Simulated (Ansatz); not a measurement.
Ansatz (a quantum-chemistry and plane-wave program) run on TiZn3 (P4mm, 4 atoms in the cell): relaxation of the atoms.

Method: LDA (PW92), default PAW files made with PBE (plane waves; Ansatz).

The change in words: one atom moved by 0.15 angstrom; relax: default → atoms; relax.f_tol: default → 0.01 eV/Å. Reference geometry:
```yaml
crystal:
  lattice:
    - [3.86919, 0.00000, 0.00000]
    - [0.00000, 3.86919, 0.00000]
    - [0.00000, 0.00000, 3.86919]
  atoms:
    - { symbol: Ti, position: [0.00000, 0.00000, 0.00000] }
    - { symbol: Zn, position: [0.00000, 0.50000, 0.50000] }
    - { symbol: Zn, position: [0.50000, 0.00000, 0.50000] }
    - { symbol: Zn, position: [0.50000, 0.50000, 0.00000] }
```

Reference input (self-consistent single point, DFT, LDA (PW92), plane waves, default PAW files made with PBE): basis.ecutwfc = 30.9 Ry; kpoints.mp_grid.grid = 9 9 9; hamiltonian.xc = lda; hamiltonian.pseudopotentials = {kind: paw} (the program's default PAW files); scf.occupations.method = fermi_dirac; scf.occupations.width = 0.0073 Ry. This run's input differs from it in these lines:

```diff
@@ -6,3 +6,3 @@
   atoms:
-    - { symbol: Ti, position: [0.00000000, 0.00000000, 0.00000000] }
+    - { symbol: Ti, position: [0.00000000, 0.00000000, 0.03876800] }
     - { symbol: Zn, position: [0.00000000, 0.50000000, 0.50000000] }
@@ -19,2 +19,4 @@
   occupations: { method: fermi_dirac, width: 0.0073 Ry }
+relax:
+  f_tol: 0.01
 output:
```

Output (repeated stretches shortened):

```
   [... SCF lines of the steps left out ...]
relax step   1: F+E_penalty+E_count = -12189.89757145 eV  Δ(F+E_penalty+E_count) = +0.000e0 eV  max|allowed force component| = 1.239e0 eV/Å  Δτ_max = 0.0000 Å  (6 SCF iters, dr2 threshold 2.50e-6 eV, accepted)
relax step   2: F+E_penalty+E_count = -12189.98861730 eV  Δ(F+E_penalty+E_count) = -9.105e-2 eV  max|allowed force component| = 1.579e-1 eV/Å  Δτ_max = 0.0985 Å  (6 SCF iters, dr2 threshold 9.60e-5 eV, accepted)
relax step   3: F+E_penalty+E_count = -12189.99014680 eV  Δ(F+E_penalty+E_count) = -1.529e-3 eV  max|allowed force component| = 2.159e-3 eV/Å  Δτ_max = 0.0139 Å  (6 SCF iters, dr2 threshold 1.56e-6 eV, accepted)
relax step   4: F+E_penalty+E_count = -12189.99014680 eV  Δ(F+E_penalty+E_count) = -4.309e-9 eV  max|allowed force component| = 2.140e-3 eV/Å  Δτ_max = 0.0000 Å  (6 SCF iters, accepted)
the relaxation is at rest under the 8 symmetry operations that the run kept from its start: a minimum is not shown …
Stability not checked: this state was not tested for a lower state beside it, because too few of the mixer's solves of this state at the end of the SCF gave a …
Free energy (F): -12189.990147 eV
Internal energy: -12189.889433 eV  (E = F + TS)
E sigma→0 (E₀):  -12189.939790 eV
Entropy (-TS):   -0.100714 eV (-25.178 meV/atom)
Fermi energy:    12.050101 eV
--- Forces (eV/Å), atoms counted from 1 ---
  atom   1  Ti     0.00000000     0.00000000    -0.00214300
   [... lines left out ...]
  atoms:
    - { symbol: Ti, position: [4.106526237855255e-34, 0.0, 0.009715079725202322] }
    - { symbol: Zn, position: [-3.85764585980342e-34, 0.49999999999999994, 0.5096316258700477] }
    - { symbol: Zn, position: [0.49999999999999994, 0.0, 0.5096316258700477] }
    - { symbol: Zn, position: [0.49999999999999994, 0.49999999999999994, 0.009789668534702069] }
```

The run converged.  The full log also holds: “iter 4 did not close the SCF: its close was put off for the readings that it lacked (scf_convergence_deferred on its scf_iter line)”. The full log also holds: “iter 5 did not close the SCF: its close was put off for the readings that it lacked (scf_convergence_deferred on its scf_iter line)”.

Summary of the result:
- Free energy E − TS (on the zero of these files) = -12189.9901 eV
- Fermi level (on the code's own zero) = 12.05 eV
- Pressure = -5.50 GPa
- Largest force (vector length) = 0.002 eV/Å
- Relaxation steps = 4

The starting cell comes from a database of computed structures (which also holds hypothetical and non-ambient phases and stackings), without a prior relaxation at this level. Its lattice was rescaled by up to half a per cent. For this run, on top of that: one atom moved by 0.15 angstrom. Spin polarisation is off. The relaxation keeps the symmetry of its start, so its end need not be a minimum. Ansatz's pressure includes its estimate of the finite-basis (Pulay) stress.

Cost on one core of a shared machine: roughly 40 s.

Keys are those of Ansatz 0.2.
